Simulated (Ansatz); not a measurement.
Seebeck coefficient (μV/K, mean over directions) of p-type ZnSe (F-43m) against carrier density, HSE06 with spin-orbit coupling, rigid bands (Ansatz, an electronic-structure program). Computed gap 2.35 eV; densities at which minority carriers matter at this gap, or further valleys turn the trend, are left out. Conductivity mass 0.64 mₑ (harmonic mean over directions), N_v = 2.5e19 cm⁻³ at 300 K.

```json
[
 {"hole density": "1e16 cm⁻³", "300 K": "888", "500 K": "962"},
 {"hole density": "1e17 cm⁻³", "300 K": "690", "500 K": "764"},
 {"hole density": "1e18 cm⁻³", "300 K": "492", "500 K": "[?]"},
 {"hole density": "3e18 cm⁻³", "300 K": "398", "500 K": "471"},
 {"hole density": "1e19 cm⁻³", "300 K": "297", "500 K": "369"},
 {"hole density": "3e19 cm⁻³", "300 K": "209", "500 K": "278"},
 {"hole density": "1e20 cm⁻³", "300 K": "[?]", "500 K": "185"},
 {"hole density": "3e20 cm⁻³", "300 K": "73", "500 K": "117"},
 {"hole density": "1e21 cm⁻³", "300 K": "42", "500 K": "70"}
]
```

Q: Complete the blanks.

A: 
- 1e18 cm⁻³, 500 K: 565
- 1e20 cm⁻³, 300 K: 126

Rigid bands with a gap fixed in temperature, one relaxation time for all states, no polarons or phonon drag, and whether or not such doping can be reached. Geometry: cell and atoms relaxed with PBEsol.
